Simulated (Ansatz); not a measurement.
**Pressure series in BaO**

Take BaO in the rock salt structure (space group Fm-3m, No. 225) as the base.

```xyz
2
Lattice="0.0000 2.7868 2.7868 2.7868 0.0000 2.7868 2.7868 2.7868 0.0000" Properties=species:S:1:pos:R:3 pbc="T T T"
Ba     0.0000     0.0000     0.0000
O      2.7868     2.7868     2.7868
```

Cell and atoms are relaxed at each pressure.

All numbers come from PBE in Ansatz (plane waves to 420 eV, PAW, no SOC).

Computed cases, in order: 0 GPa (base); pressure 3 GPa; pressure 15 GPa; pressure 30 GPa; pressure 50 GPa; pressure 75 GPa; pressure 100 GPa.

Q: Between which two neighbouring cases does the band gap open or close?

A: Between pressure 50 GPa (0.35 eV) and pressure 75 GPa (zero). The whole series: 0 GPa (base): 2.10 eV; pressure 3 GPa: 1.97 eV; pressure 15 GPa: 1.49 eV; pressure 30 GPa: 0.96 eV; pressure 50 GPa: 0.35 eV; pressure 75 GPa: zero; pressure 100 GPa: zero.

A case with no gap was solved on a k-mesh chosen for an insulator, which is coarse for it. Load acts through the strain it causes; cell and atoms are relaxed under it. Stability against distortions was not tested. No other phases were tried under pressure. All final runs are without spin polarisation. A zero or small gap of BaO under pressure 75 GPa and BaO under pressure 100 GPa can be the functional's error rather than a property of the material.

Ansatz is a quantum-chemistry and plane-wave program.
